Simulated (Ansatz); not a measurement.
GaSe (P6_3/mmc), PBEsol+D3BJ, rigid bands (Ansatz, a program for electronic structure): N_c = 1.79e19 cm⁻³ at 300 K and an electron conductivity mass of 0.461 mₑ along z (a = (3.70, 0.00, 0.00) Å; b = (-1.85, 3.21, 0.00) Å; c = (0.00, 0.00, 15.51) Å).

### Question
For 1e17 electrons per cm³ at 300 K, place the Fermi level, estimate the Seebeck coefficient of a parabolic band with constant τ, and give mobility and conductivity for τ = 20 fs.

### Answer
The level lies k_BT ln(N_c/n) = 0.134 eV below the conduction-band minimum. S ≈ −(k_B/e)[ln(N_c/n) + 5/2] = -662 μV/K, against -665 μV/K from the full bands (mean over directions). μ = eτ/m = 76.3 cm²/(V·s) and σ = neμ = 1.22 S/cm. τ is assumed, not computed.

Band transport and this doping are assumed; polarons and phonon drag are left out. Spin-orbit coupling is left out. Geometry: cell and atoms relaxed with PBEsol+D3(BJ).

PBEsol with a dispersion correction tends to overbind, so the cell can be several per cent short, in bad cases over ten, which usually narrows a gap: GaSe (P6_3/mmc).
